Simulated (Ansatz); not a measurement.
The starting structures come from a database of crystals and need not be the phases stable at ambient conditions.

 Where the default PAW files enter, the runs use the earlier of Ansatz's two default sets.

The decay constant κ of evanescent states in the gap governs leakage through a thin film.

Here is the system:

```
CELL_PARAMETERS angstrom
      4.06924     0.00000     0.00000
      0.00000     4.06924     0.00000
      0.00000     0.00000     5.81392
ATOMIC_POSITIONS crystal
  La 0.50000 0.00000 0.71571
  La 0.00000 0.50000 0.28429
  O  0.00000 0.00000 0.50000
  O  0.50000 0.50000 0.50000
  F  0.50000 0.50000 0.00000
  F  0.00000 0.00000 0.00000
```

Space group of this cell: P4/nmm. The cell is taken as given; by r2SCAN its mean pressure is 0.7 GPa.

Transport runs along the normal of the first two printed cell vectors, the (001) plane of the conventional cell.

The gap is the functional's own, uncorrected, and κ follows it; spin-orbit coupling is left out. Mid-gap values are interpolated between the computed energies.

Question: State the band gap and the smallest decay constant κ at mid-gap according to r2SCAN run with Ansatz (a program for electronic structure).

Answer: Gap 5.07 eV on a 8×8×6 mesh; κ = 0.537 1/Å, at the zone centre.
